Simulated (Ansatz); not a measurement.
Abridged Ansatz (a first-principles code) output:

```
Relaxation: its limit of steps is 50 (relax.max_steps)
Pseudopotential: Mo, paw, valence charge 14
Crystal: 1 atoms, lattice volume = 15.327 Å³
Basis set: ecut = 420 eV, 321 PW (Γ), exchange–correlation on 36×36×40 points (8 copies of the dense FFT grid, shifted against one another)
Bands: 11, of which v1, the nominal top of the filled ones, is band 7 counted from 1 (6 counted from 0)
Symmetry: 8 space group operations
k-points: 3375 of 24389
Functional: x = pbesol(κ = 0.804, μ = 0.12345679012345678), c = pbesol(β = 0.046)
SCF iter   1: F=—  HF=-4897.475283 eV  |F-HF|=—  |Δ(HF+E_count)|=         —  Δρ=6.12e-3  dr2=3.91e-3  ethr=1.77e-3  ⟨swp⟩=5.0  Hψ=217264  notcnv=0
SCF iter   2: F=—  HF=-4897.473942 eV  |F-HF|=—  |Δ(HF+E_count)|=   1.34e-3  Δρ=2.28e-3  dr2=2.11e-4  ethr=2.79e-5  ⟨swp⟩=2.3  Hψ=80854  notcnv=0
SCF 1 converged in 6 iterations: F = -4897.473921 eV  dr2 = 9.43e-11
relax step   1: F+E_penalty+E_count = -4897.47392053 eV  Δ(F+E_penalty+E_count) = +0.000e0 eV  max|allowed force component| = 0.000e0 eV/Å  Δτ_max = 0.0000 Å  (6 SCF iters, accepted)
SCF converged after 6 iterations
Free energy (F): -4897.473921 eV
Internal energy: -4897.452489 eV  (E = F + TS)
E sigma→0 (E₀):  -4897.463205 eV
Entropy (-TS):   -0.021432 eV (-21.432 meV/atom)
Fermi energy:    21.457485 eV
--- Forces (eV/Å), atoms counted from 1 ---
  atom   1  Mo    -0.00000000     0.00000000     0.00000000
--- Stress (GPa, compression-positive) ---
        0.190950      -3.613376      -0.000000
       -3.613376       0.190950      -0.000000
       -0.000000      -0.000000       0.300975
  P = ⅓ Tr σ = 0.2276 GPa (2.276 kbar)
--- Relaxed structure (1 steps of the walk, 1 accepted, 0 SCFs on fresh bases) ---
  atoms:
    - { symbol: Mo, position: [0.0, 0.0, 0.0] }
```

### Question
What was computed, and what are the main results?

### Answer
Mo, 1 atom in the cell, with DFT with PBEsol, PAW potentials and a 420 eV plane-wave cutoff in Ansatz, without spin-orbit coupling. The last SCF converged to F = -4897.473921 eV, or -4897.4739 eV per atom, at a pressure of 0.23 GPa. The total energy compares only with runs of the same code, potentials and settings.

The cells carry an imposed strain or load. Stability against distortions was not tested. The final runs are not spin-polarised. The cell was made from Mo in the bcc (W type) structure (space group Im-3m, No. 229) by this change: tensor shear ε_xy = +1.71 %.

Keys are those of Ansatz 0.2.
